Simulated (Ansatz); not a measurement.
CuI (P4/nmm): ε∞ = 6.622, static ε₀ = 8.202, effective LO energy 15.4 meV, electron mass 0.246 mₑ (band masses from r2SCAN+D4 with spin-orbit coupling, rigid bands (Ansatz, a quantum-chemistry and plane-wave program), cell and atoms relaxed with r2SCAN+d4; dielectric constants and zone-centre modes from LDA (Ansatz) on its own relaxed cell).

Work out the Fröhlich coupling α = (1/ε∞ − 1/ε₀) √(m Ry/ħω_LO) and what it means for transport at 300 K.

1/ε∞ − 1/ε₀ = 0.0291 and √(m × 13.606 eV/ħω) = 14.8, so α = 0.429; in weak coupling the polaron mass is about m(1 + α/6). By the iterated Boltzmann equation for weak coupling, the polar-phonon-limited mobility is 430 cm²/(V·s) at 300 K (580 at 200 K, 360 at 400 K).

Model: isotropic Fröhlich coupling of one parabolic band to one effective longitudinal optical (LO) phonon, from the dielectric constants and phonon modes at the zone centre, chosen so that α equals the sum over the polar modes. Acoustic, nonpolar, intervalley and impurity scattering are left out, and they lower the mobility further; with several valleys or bands the averaged mass is a rough stand-in. Semilocal functionals tend to overestimate ε∞, which makes α low and the mobility high.

Computed structure with no diffraction record at hand here (it may be known, metastable or hypothetical): CuI (P4/nmm).
